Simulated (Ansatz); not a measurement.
Carrier properties of Li2O2 (P6_3/mmc)

Data:

```xyz
8
Lattice="3.1231 0.0000 0.0000 -1.5615 2.7047 0.0000 0.0000 0.0000 7.5645" Properties=species:S:1:pos:R:3 pbc="T T T"
Li     0.0000     0.0000     0.0000
Li     0.0000     0.0000     3.7823
Li     0.0000     1.8031     1.8911
Li     1.5615     0.9016     5.6734
O      0.0000     1.8031     4.9118
O      1.5615     0.9016     2.6527
O      1.5615     0.9016     1.1296
O      0.0000     1.8031     6.4349
```

The numbers are results of PBEsol, rigid bands (plane waves, PAW, scalar-relativistic; Ansatz, an electronic-structure program), not measurements. Geometry: cell and atoms relaxed with PBEsol.

```yaml
band_gap: 2.20 eV
electron conductivity mass (300 K, dilute): 2.4 (x), 2.4 (y), 0.44 (z) mₑ
hole conductivity mass (300 K, dilute): 4.1 (x), 4.1 (y), 2.9 (z) mₑ
effective density of states N_c (300 K): 3.9e19 cm⁻³
effective density of states N_v (300 K): 8.7e20 cm⁻³
density_of_states_mass_electrons: 1.33 mₑ
density_of_states_mass_holes: 10.6 mₑ
Seebeck coefficient, n-type 1e19 cm⁻³, 300 K: -329 μV/K
best n-type power factor at 300 K for τ = 10 fs (best axis; densities from 1e16 to 1e21 cm⁻³ tried, whether or not they can be reached): 14.7 μW/(cm·K²) at 1e20 cm⁻³
Seebeck coefficient, p-type 1e19 cm⁻³, 300 K: 578 μV/K
```

Rigid bands; masses and Seebeck coefficients take one relaxation time τ for all states and one kind of carrier; polarons and phonon drag are left out. Spin-orbit coupling is left out.

Formula and space group known from diffraction (Crystallography Open Database), not checked to be the room-temperature form: Li2O2 (P6_3/mmc).
